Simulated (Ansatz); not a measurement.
**Effect of ↑↓ start, q = (0, 0, 0), 6 atoms on FeS2**

Take FeS$_{2}$ (space group Pnnm, No. 58; a = 4.4388 Å, b = 5.4094 Å, c = 3.3897 Å; non-magnetic) as the base.

Now apply this change: the moments start antiparallel in the pattern ↑↓ in a 6-atom cell (no doubling), and the cell is relaxed again.

Computed with Ansatz (a program for electronic structure) PBE, no spin-orbit coupling. Γ-centred 8×6×10 mesh, Fermi–Dirac width 0.05 eV.

Volume per atom: 13.57 Å³ (base 13.57 Å³)
Shortest interatomic distance: 4.207 bohr (base 4.207 bohr)
Energy relative to the base (σ→0): 0 meV/atom
Band gap: 0.88 eV (base 0.88 eV)
Gap character (in this cell's own zone, which can be folded): indirect, k = (3/8, 0, 0) in the run's primitive reciprocal basis → T (base indirect, k = (3/8, 0, 0) in the run's primitive reciprocal basis → T)
Width of the top valence band: 0.90 eV (base 0.90 eV)

Cost of the whole job for the changed cell (relaxation, final SCF and bands): about 4 core-minutes (a rough figure).

No phonon test of stability was made. Starting moments died away, wholly or in part, for ↑↓ start, q = (0, 0, 0), 6 atoms and the base; another magnetic solution may exist. The final runs are not spin-polarised.
